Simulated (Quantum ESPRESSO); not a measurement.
# σxx against uniaxial strain in rock-salt HfC (space group 225): C11 (Quantum ESPRESSO, PBEsol)

```xyz
2
Lattice="0.0000 2.3057 2.3057 2.2711 0.0000 2.3057 2.2711 2.3057 0.0000" Properties=species:S:1:pos:R:3 pbc="T T T"
Hf     0.0000     0.0000     0.0000
C      2.2711     2.3057     2.3057
```

Computed with PBEsol, GBRV 1.5 ultrasoft (PBESOL) pseudopotentials (plane waves; Quantum ESPRESSO). Settings: ecutwfc = 52 Ry; ecutrho = 416 Ry; occupations = smearing; smearing = fermi-dirac; degauss = 0.0036749 Ry; potentials = {Hf: hf_pbesol_v1.uspp.F.UPF, C: c_pbesol_v1.2.uspp.F.UPF}; K_POINTS = automatic 24 24 24 0 0 0; conv_thr = 1e-10 Ry; mixing_beta = 0.5. The cell above is the first row's. The rows stretch one cube axis (x) by the strain ε and hold the other two. Stress is positive in tension. In all rows fractional positions and the k mesh are held.

| ε (%) | σxx (GPa) |
|---|---|
| -1.5 | -8.82 |
| -1.0 | -5.72 |
| -0.5 | -2.77 |
| 0.0 | 0.03 |
| 0.5 | 2.68 |
| 1.0 | 5.19 |
| 1.5 | 7.57 |
| 2.0 | ? |

Problem. Using a parabola, estimate the missing σxx at ε = 2.0 from the other rows, showing the fit.

Solution. Least squares gives σxx = 0.028 + 5.4600·ε - 0.2905·ε². Residuals (row less fit): -0.004, 0.003, 0.005, 0.002, -0.005, -0.007, 0.006; standard error 0.006 (degrees of freedom: 4). The slope at ε = 0, 5.4600 GPa per cent, gives C11 ≈ 100 × 5.4600 = 546 GPa, for the static lattice. At the withheld row, σxx = 0.028 + 5.4600 × 2.0 - 0.2905 × 2.0² = 9.786 GPa. The calculation gives 9.82 GPa, 0.034 GPa above the prediction (0.2 % of the range of σxx in the table). The row lies outside the fitted rows, so this is an extrapolation. From the scatter of the fitted rows alone, a prediction at this place has a standard error of 0.012 GPa, so the miss is 2.8 times that.

Carrying the step between the two nearest rows on in a straight line would have given 9.95, off by 0.13; series whose last step already gives the withheld value aren't shown. The reference cell has the volume at which an earlier scan in this program and functional put its minimum by a fit. The runs keep the symmetry of the cell, so they don't test it for distortions. The unstrained cell stands at a pressure of -0.03 GPa, and the constants belong to that pressure. By symmetry this strain leaves no force on the atoms; the largest in the rows is 0.000 eV/Å. Spin-orbit coupling is off. Without a gap such slopes are sensitive to mesh and smearing. Cutoffs and mesh are single choices, not tested for convergence of this quantity. Series with a scatter that would blur these digits, or in which a gap closes, are not shown. Strain series were run only where this level's volume lies within 10 % of a first guess from the measured size.
